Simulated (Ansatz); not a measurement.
For BP (model structure, started from the rocksalt type, Fm-3m, No. 225, 2 atoms in the cell), PBE (Ansatz, a first-principles code, plane waves, PAW) gives:

```
Item                        Value
-------------------  ------------
lattice parameter a       4.321 Å
bulk modulus              160 GPa
cohesive energy      4.23 eV/atom
```

Question: What does r²SCAN (Ansatz, PAW) give for the same quantities?

Answer: 
- lattice constant a: 4.321 Å (hardly moves)
- bulk modulus: 160 GPa (stays essentially unchanged)
- cohesive energy: 4.06 eV/atom (falls by 0.17 eV/atom)

Changes are worked out from the printed values.

Unless a cell is named, each level is at its own relaxed cell (PBE 10.09, r²SCAN 10.08 Å³/atom).

Caveats: the bulk modulus is −V dP/dV from two relaxed cells at ±2 % in volume (PBE, r²SCAN). Ansatz's density-functional and Hartree–Fock values are scalar-relativistic unless marked +SOC, with PAW data made under PBE.

A model structure was made by putting elements into a prototype or built by hand; it is no filed structure, need not be a known phase, and can be a saddle point held by its symmetry.
